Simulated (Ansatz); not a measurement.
Ta2SiN (model structure, started from the MAX type, P6₃/mmc, No. 194, 8 atoms in the cell): properties by level of theory

| level (code) | lattice parameter a (Å) | c axis length (Å) | bulk modulus (GPa) | cohesive energy (eV/atom) |
|---|---|---|---|---|
| LDA (Ansatz) | 3.173 | 12.000 | 253 | 8.39 |
| PBE (Ansatz) | 3.230 | 12.124 | 226 | 7.10 |
| PBEsol (Ansatz) | 3.191 | 12.089 | 242 | 7.78 |
| r²SCAN (Ansatz) | 3.223 | 12.006 | 238 | 6.97 |

Caveats: the bulk modulus is −V dP/dV from two relaxed cells at ±2 % in volume (LDA, PBE, PBEsol, r²SCAN). Ansatz's density-functional and Hartree–Fock values are scalar-relativistic unless marked +SOC, with PAW data made under PBE.

Free atoms are spin-polarised, in the lowest state found; at levels without +SOC their spin–orbit coupling is left out.

Static lattice: no zero-point or thermal effects.

A model structure was made by putting elements into a prototype or built by hand; it is no filed structure, need not be a known phase, and can be a saddle point held by its symmetry.

Ansatz is a first-principles code.
